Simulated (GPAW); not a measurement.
**A self-consistent single point of In2Ni3S2 (R-3m, 7 atoms in the cell) with GPAW**

Level of theory: LDA (Perdew-Wang 92), GPAW PAW datasets LDA (gpaw-data 1.0.1) (plane waves; GPAW).

Input:

```python
from ase import Atoms
from ase.units import GPa
from gpaw import GPAW, PW, FermiDirac

atoms = Atoms(['In', 'In', 'Ni', 'Ni', 'Ni', 'S', 'S'],
              cell=[[2.734819, 1.578948, 4.570881],
                    [-2.734819, 1.578948, 4.570881],
                    [0.000000, -3.157897, 4.570881]],
              scaled_positions=[[0.500000, 0.500000, 0.500000],
                                [0.000000, 0.000000, 0.000000],
                                [0.500000, 0.000000, 0.000000],
                                [0.000000, 0.500000, 0.000000],
                                [0.000000, 0.000000, 0.500000],
                                [0.723079, 0.723079, 0.723079],
                                [0.276921, 0.276921, 0.276921]],
              pbc=True)

calc = GPAW(mode=PW(850),
            xc='LDA',
            kpts=(5, 5, 5),
            occupations=FermiDirac(0.136),
            nbands=-15,
            convergence={'density': 1e-05, 'energy': 1e-05},
            symmetry={'symmorphic': False, 'tolerance': 0.0005},
            maxiter=120,
            txt='-')

atoms.calc = calc

energy = atoms.get_potential_energy()
print('Energy (eV):', round(energy, 6))
forces = atoms.get_forces()
print('Forces (eV/Ang):')
print(forces.round(5))
stress = atoms.get_stress()
print('Stress (GPa, Voigt):', (stress / GPa).round(4))
```

Output, abridged:

```
Input parameters:
  convergence: {density: 1e-05,
                energy: 1e-05}
  kpts: [5 5 5]
  maxiter: 120
  mode: {ecut: 850.0,
         name: pw}
  nbands: -15
  occupations: {fixmagmom: False,
                name: fermi-dirac,
                width: 0.136}
  symmetry: {symmorphic: False,
             tolerance: 0.0005}

species:
  In:
    name: Indium
    Z: 49.0
    valence: 13
    core: 36
    charge: 0.0
    file: In.LDA.gz

    # Using partial waves for In as LCAO basis

  Ni:
    name: Nickel
    Z: 28.0
    valence: 16
    core: 12
    charge: 0.0
    file: Ni.LDA.gz

    # Using partial waves for Ni as LCAO basis

  S:
    name: Sulfur
    Z: 16.0
    valence: 6
    core: 10
    charge: 0.0
    file: S.LDA.gz

    # Using partial waves for S as LCAO basis

Reference energy: -465219.536340  # eV

Spin-paired calculation

Convergence criteria:
 Maximum [total energy] change in last 3 cyles: 1e-05 eV / valence electron
 Maximum integral of absolute [dens]ity change: 1e-05 electrons / valence electron
 Maximum integral of absolute [eigenst]ate change: 4e-08 eV^2 / valence electron
 Maximum number of scf [iter]ations: 120

Symmetries present (total): 12
Symmetries with fractional translations: 0
125 k-points: 5 x 5 x 5 Monkhorst-Pack grid
19 k-points in the irreducible part of the Brillouin zone
       k-points in crystal coordinates                weights
   0:     0.00000000    0.00000000    0.00000000          1/125
   1:     0.20000000    0.00000000   -0.20000000          6/125
   2:     0.20000000    0.00000000    0.00000000          6/125
   [... 7 lines left out ...]
          ...
  18:     0.40000000    0.40000000    0.40000000          2/125

Wave functions: Plane wave expansion
  Cutoff energy: 850.000 eV
  Number of coefficients (min, max): 6634, 6675
  Pulay-stress correction: 0.000000 eV/Ang^3 (de/decut=0.000000)

Occupation numbers: Fermi-Dirac:
  width: 0.1360  # eV

Eigensolver

Densities:
  Coarse grid: 40*40*40 grid
  Fine grid: 80*80*80 grid
  Total Charge: 0.000000

Density mixing:
  Method: separate
  Backend: pulay
  Linear mixing parameter: 0.05
  old densities: 5
  Damping of long wavelength oscillations: 50

Hamiltonian:
  XC and Coulomb potentials evaluated on a 80*80*80 grid
  External potential:
    NoExternalPotential

Number of atoms: 7
Number of atomic orbitals: 62
Number of bands in calculation: 58
Number of valence electrons: 86
Bands to converge: occupied

Density initialized from atomic densities
  58 bands from LCAO basis set

Atomic positions and initial magnetic moments

Positions:
   0 In     0.000000   -0.000001    6.856321    ( 0.0000,  0.0000,  0.0000)
   1 In     0.000000    0.000000    0.000000    ( 0.0000,  0.0000,  0.0000)
   2 Ni     1.367409    0.789474    2.285440    ( 0.0000,  0.0000,  0.0000)
   3 Ni    -1.367409    0.789474    2.285440    ( 0.0000,  0.0000,  0.0000)
   4 Ni     0.000000   -1.578949    2.285440    ( 0.0000,  0.0000,  0.0000)
   5 S      0.000000   -0.000001    9.915324    ( 0.0000,  0.0000,  0.0000)
   6 S     -0.000000   -0.000000    3.797319    ( 0.0000,  0.0000,  0.0000)

Unit cell:
           periodic     x           y           z      points  spacing
  1. axis:    yes    2.734819    1.578948    4.570881    40     0.1119
  2. axis:    yes   -2.734819    1.578948    4.570881    40     0.1119
  3. axis:    yes    0.000000   -3.157897    4.570881    40     0.1119

  Lengths:   5.555652   5.555652   5.555652
  Angles:   58.978317  58.978317  58.978323

Effective grid spacing dv^(1/3) = 0.1228

     iter     time        total  log10-change:
                         energy   eigst   dens
iter:   1 --:--:--   -48.951461
iter:   2 --:--:--   -46.715562   -0.40  -1.40
iter:   3 --:--:--   -45.055550   -0.89  -1.49
iter:   4 --:--:--   -44.951383   -2.22  -1.60
iter:   5 --:--:--   -44.954914   -1.46  -1.68
iter:   6 --:--:--   -44.890616   -2.89  -1.83
iter:   7 --:--:--   -44.649857   -1.76  -1.86
iter:   8 --:--:--   -44.639660   -3.26  -2.52
iter:   9 --:--:--   -44.637484   -4.90  -2.68
iter:  10 --:--:--   -44.637766   -3.93  -2.71
iter:  11 --:--:--   -44.636909c  -4.52  -2.96
iter:  12 --:--:--   -44.636625   -6.07  -3.21
iter:  13 --:--:--   -44.636530c  -5.13  -3.23
iter:  14 --:--:--   -44.636514c  -6.09  -3.45
iter:  15 --:--:--   -44.636580c  -5.73  -3.48
iter:  16 --:--:--   -44.636498c  -6.48  -3.90
iter:  17 --:--:--   -44.636335c  -6.72  -4.00
iter:  18 --:--:--   -44.636336c  -8.26c -4.23
iter:  19 --:--:--   -44.636336c  -7.25  -4.28
iter:  20 --:--:--   -44.636334c  -8.49c -4.82
iter:  21 --:--:--   -44.636347c  -8.63c -4.84
iter:  22 --:--:--   -44.636350c  -9.46c -4.89
iter:  23 --:--:--   -44.636359c  -8.85c -4.96
iter:  24 --:--:--   -44.636351c  -8.97c -5.16c

Converged after 24 iterations.

Dipole moment: (0.000000, 0.000000, -0.000000) |e|*Ang

Energy contributions relative to reference atoms: (reference = -465219.536340)

Kinetic:        +38.050392
Potential:      -30.373930
External:        +0.000000
XC:             -52.792980
Entropy (-ST):   -0.216076
Local:           +0.588205
SIC:             +0.000000
--------------------------
Free energy:    -44.744389
Extrapolated:   -44.636351

Showing only first 2 kpts
 Kpt  Band  Eigenvalues  Occupancy
  0    41      5.99764    1.99977
  0    42      6.55767    1.98568
  0    43      6.99292    1.69930
  0    44      6.99299    1.69917

  1    41      6.25806    1.99841
  1    42      7.19912    1.10746
  1    43      7.58515    0.13538
  1    44      7.94573    0.01019

Fermi level: 7.22846

No gap
No difference between direct/indirect transitions
Energy (eV): -44.636351

Forces in eV/Ang:
  0 In    0.00000    0.00000    0.00000
  1 In    0.00000    0.00000    0.00000
  2 Ni    0.00000    0.00000    0.00000
  3 Ni    0.00000   -0.00000    0.00000
  4 Ni    0.00000    0.00000   -0.00000
  5 S     0.00000   -0.00000    0.84401
  6 S     0.00000    0.00000   -0.84401

Stress tensor:
     0.061927     0.000000     0.000000
     0.000000     0.061927     0.000000
     0.000000     0.000000     0.066405
Stress (GPa, Voigt): [ 9.9218  9.9218 10.6393  0.      0.      0.    ]
```

The run converged in 24 iterations. GPAW prints stress with tension positive.

The starting cell comes from a database of computed structures (which also holds hypothetical and non-ambient phases and stackings), without a prior relaxation at this level. Its lattice was rescaled by a random factor within 2.5 % of one. Spin polarisation is off, so a magnetic state, if there is one, cannot be reached. With a pressure of about -10 GPa the cell is away from its equilibrium volume at this level.

Cost on one core of a shared machine: roughly 5 min.
